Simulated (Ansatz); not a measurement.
Start from Te (space group P3_121, No. 152; a = 4.624 Å, c = 5.903 Å; made of chains). Axes: x lies along a and z along c of the hexagonal cell.

The values are results of r2SCAN in Ansatz (plane waves to 500 eV, PAW, no spin-orbit coupling), not measurements.

For the base:

- Electron mass: 0.089 mₑ along c, 0.11 mₑ across (at H)

Perturbation: uniaxial strain ε_zz = +1.05 %, all other strain components held at zero, atoms relaxed at fixed cell.

### Question
Predict the new energy relative to the base and electron mass.

### Answer
The energy goes up by 0.7 meV/atom; the electron mass changes from 0.089 mₑ along c, 0.11 mₑ across (at H) to 0.087 mₑ along z, 0.11 mₑ across (at H).

Spin-orbit coupling, missing from the scalar runs, can matter with Te. The levels and masses belong to the bands next to the band gap. Masses are band curvatures over ±0.01 Å⁻¹ around the edge. Whether these cells are dynamically stable was not tested. No dispersion term is included, though the crystal is made of layers, chains or molecules, so its spacings can come out too wide.

Ansatz is a quantum-chemistry and plane-wave program.
